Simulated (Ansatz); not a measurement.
```xyz
2
Lattice="0.0000 2.4746 2.4746 2.4746 0.0000 2.4746 2.4746 2.4746 0.0000" Properties=species:S:1:pos:R:3 pbc="T T T"
Be     0.0000     0.0000     0.0000
S      1.2373     1.2373     1.2373
```

No spin polarisation.

All numbers come from DFT with PBE, PAW potentials and a 420 eV plane-wave cutoff in Ansatz (an electronic-structure program), without spin-orbit coupling. Γ-centred 12×12×12 mesh, Fermi–Dirac width 0.05 eV.

Problem. What band gap does the calculation give?

Solution. 3.24 eV.

Problem. Predict the pressure.

Solution. -3.82 GPa.

Problem. Predict the electron mass.

Solution. 0.86 mₑ along k, 0.30 mₑ across (at X).

The cells carry an imposed strain or load. Masses are band curvatures over ±0.01 Å⁻¹ around the edge. Along k means along the line from Γ to the band edge. No phonon test of stability was made. The cell was made from BeS in the zinc blende structure (space group F-43m, No. 216) by this change: isotropic strain +1.50 %.
